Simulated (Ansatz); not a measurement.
Where the default PAW files enter, the runs use the earlier of Ansatz's two default sets.

The decay constant κ of evanescent states in the gap governs leakage through a thin film.

```
CELL_PARAMETERS angstrom
      6.52923     0.00000     0.00000
      3.26461    16.06863    -0.06294
      3.26461    -0.21375     1.87267
ATOMIC_POSITIONS crystal
  Ga 0.49326 0.17341 0.17341
  Ga 0.50674 0.82659 0.82659
  Ga 0.65992 0.67341 0.67341
  Ga 0.34008 0.32659 0.32659
  Se 0.06710 0.59957 0.59957
  Se 0.93290 0.40043 0.40043
  Se 0.23376 0.09957 0.09957
  Se 0.76624 0.90043 0.90043
```

Space group of this cell: P6_3/mmc. The cell was relaxed by PBE-D3(BJ); by PBEsol its mean pressure is -0.8 GPa.

Transport runs along the normal of the first two printed cell vectors, the (111) plane of the conventional cell.

The gap is the functional's own. No spin-orbit coupling. Mid-gap values are interpolated on the energy grid.

Task: Estimate the band gap and the smallest decay constant κ at mid-gap that PBEsol (Ansatz, a first-principles code) returns for this system.

Result: Gap 0.76 eV on a 16×16×16 mesh; κ = 0.093 1/Å, at the zone centre.
